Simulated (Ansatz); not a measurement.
Start from Co in the hcp (Mg type) structure (space group P6_3/mmc, No. 194; a = 2.4571 Å, c = 3.9682 Å; ferromagnetic).

Structures relaxed with Ansatz (a quantum-chemistry and plane-wave program) PBEsol, no spin-orbit coupling, earlier PAW set.

Base:

Simulated powder pattern, Cu Kα1, λ = 1.54056 Å (kinematic, ideal powder, no thermal factors, no anomalous dispersion; the 14 strongest lines at most, above 2 %, up to 2θ = 90°):

```
2θ (°)  I/Imax (%)    hkl
------  ----------  -----
42.44           25  (100)
45.69           27  (002)
48.50          100  (101)
64.12           13  (102)
77.65           14  (110)
86.58           16  (103)
```

After one change:

Simulated powder pattern, Cu Kα1, λ = 1.54056 Å (kinematic, ideal powder, no thermal factors, no anomalous dispersion; the 14 strongest lines at most, above 2 %, up to 2θ = 90°):

```json
[
 {"2θ (°)": "42.62", "I/Imax (%)": "25"},
 {"2θ (°)": "45.88", "I/Imax (%)": "27"},
 {"2θ (°)": "48.71", "I/Imax (%)": "100"},
 {"2θ (°)": "64.41", "I/Imax (%)": "13"},
 {"2θ (°)": "78.03", "I/Imax (%)": "14"},
 {"2θ (°)": "87.01", "I/Imax (%)": "16"}
]
```

Task: Which change produced these results?
A. pressure 7.5 GPa
B. pressure 3 GPa
C. pressure 0.7 GPa
D. pressure −2 GPa

Result: B, pressure 3 GPa. Its volume per atom is 10.25 Å³ against 10.37 Å³, and its space group is P6_3/mmc (No. 194).

The magnetic state is the one reached from the starting moments; the real material's order can differ, and small cells can't hold many antiferromagnetic ones. Load acts through the strain it causes; cell and atoms are relaxed under it. No phonon test of stability was made. No other phases were tried under pressure.
